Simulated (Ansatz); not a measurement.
# Short convergence ladders for CaGa₂ (P3m1, 6 atoms in the cell)

```yaml
crystal:
  lattice:
    - [4.46548, 0.00000, 0.00000]
    - [-2.23274, 3.86722, 0.00000]
    - [0.00000, 0.00000, 7.42460]
  atoms:
    - { symbol: Ca, position: [0.00000, 0.00000, 0.25673] }
    - { symbol: Ca, position: [0.00000, 0.00000, 0.75000] }
    - { symbol: Ga, position: [0.33333, 0.66667, 0.04253] }
    - { symbol: Ga, position: [0.66667, 0.33333, 0.95747] }
    - { symbol: Ga, position: [0.66667, 0.33333, 0.54253] }
    - { symbol: Ga, position: [0.33333, 0.66667, 0.45747] }
```

Base method: LDA (PW92), default PAW files made with PBE (plane waves; Ansatz, a program for electronic structure).

Base settings: basis.ecutwfc = 420 eV; kpoints.mp_grid.grid = 6 6 2; hamiltonian.xc = lda; hamiltonian.pseudopotentials = {kind: paw} (the program's default PAW files); scf.occupations.method = fermi_dirac; scf.occupations.width = 0.1 eV.

The count of work is k-points × plane waves × bands × iterations; it is no time. Core times come from one kind of shared machine, to one figure; runs under 30 s give none.

**The cutoff for other potential files**

Level: DFT, LDA (PW92), plane waves, harder PAW files (source: ansatz) made with PBE.

In this ladder: hamiltonian.pseudopotentials = {kind: paw, source: ansatz}.

The second cell is the first with its lattice scaled by 0.98.

The mesh stays at the base's, so the ladder's end is converged at best in this setting alone.

The first pressure column holds Ansatz's estimate of the finite-basis (Pulay) stress, which hides part of the cutoff error; the other is without it.

Only quantities that move along the ladder and can be compared are tabulated.

```tsv
basis.ecutwfc	free energy less the last step's (meV/atom)	energy of the compressed cell less the first (meV/atom)	pressure (GPa)	pressure without the Pulay estimate (GPa)	largest difference of a force vector from the last step's (eV/Å)	count of work / last	core time / last (rough)
460 eV	28365.11	-240.02	-2.92	-1193.73	0.522	0.13	–
560 eV	4524.01	-11.81	-4.64	-237.88	0.025	0.14	–
715 eV	238.20	-23.06	-4.42	-21.33	0.000	0.21	–
865 eV	10.36	-23.59	-4.40	-5.34	0.000	0.28	–
1020 eV	1.15	-23.63	-4.39	-4.43	0.000	0.35	0.3
1225 eV	0.54	-23.63	-4.39	-4.41	0.000	0.46	0.3
1530 eV	0.18	-23.64	-4.39	-4.40	0.000	0.65	0.6
2040 eV	0.00	-23.64	-4.39	-4.40	0.000	1.0	1
```

Coarsest basis.ecutwfc that holds the pressure without the Pulay estimate within 0.1 GPa of the last step, with all finer ones: 1020 eV, at 0.35 of the last step's count of work and about 0.3 of the last step's time; the step before is off by 0.95 GPa.

Coarsest basis.ecutwfc that holds the energy of the compressed cell less the first within 0.2 meV/atom of the last step, with all finer ones: 865 eV, at 0.28 of the last step's count of work; the step before is off by 0.57 meV/atom.

Coarsest basis.ecutwfc that holds the free energy within 1 meV/atom of the last step, with all finer ones: 1225 eV, at about 0.3 of the last step's time; the step before is off by 1.2 meV/atom.

The energy difference between the two cells stays within 1 meV/atom of the last step's from 715 eV on, the total only from 1225 eV on: much of the error is common to both cells and cancels.

At the lowest cutoff the pressure without the Pulay estimate lies 1190 GPa under the last step's, the usual sign of Pulay stress in an incomplete plane-wave basis.

**The density cutoff**

The mesh stays at the base's, so the ladder's end is converged at best in this setting alone.

Only quantities that move along the ladder and can be compared are tabulated.

| basis.ecutrho_ratio | free energy less the last step's (meV/atom) | pressure (GPa) |
|---|---|---|
| 2 | -11.09 | -3.90 |
| 3 | -0.16 | -4.39 |
| 4 | 0.00 | -4.40 |
| 5 | 0.00 | -4.40 |
| 6 | 0.00 | -4.40 |
| 8 | 0.00 | -4.40 |
| 10 | 0.00 | -4.40 |
| 12 | 0.00 | -4.40 |
| 16 | 0.00 | -4.40 |

Coarsest basis.ecutrho_ratio that holds the pressure within 0.1 GPa of the last step, with all finer ones: 3; the step before is off by 0.51 GPa.

Coarsest basis.ecutrho_ratio that holds the free energy within 2 meV/atom of the last step, with all finer ones: 3; the step before is off by 11 meV/atom.

**The relaxed cell against the cutoff**

On CaGa2 (P6_3/mmc, 6 atoms in the cell): atoms on their sites.

In this ladder: relax = cell and atoms.

The mesh stays at the base's, so the ladder's end is converged at best in this setting alone.

Only quantities that move along the ladder and can be compared are tabulated.

```tsv
basis.ecutwfc	relaxed volume (Å³/atom)	relaxation steps
295 eV	19.676	18
355 eV	19.521	7
420 eV	19.524	5
505 eV	19.523	5
630 eV	19.523	5
840 eV	19.523	5
```

Coarsest basis.ecutwfc that holds the relaxed volume within 0.02 Å³/atom of the last step, with all finer ones: 355 eV; the step before is off by 0.15 Å³/atom.

At the lowest cutoff the cell relaxes to a volume 0.8 % larger than at the highest. Ansatz relaxes on a stress corrected for the finite basis.

On the base run: the starting cell comes from a database of computed structures (which also holds hypothetical and non-ambient phases and stackings), without a prior relaxation at this level. Its lattice was rescaled by up to half a per cent. One atom was moved a little off its site on purpose. Without a gap this mesh is coarse (it stands for a supercell whose shortest vector is 15 Å).

Left out of this page: 2 runs of the series failed or unconverged.

Keys are those of Ansatz 0.2.
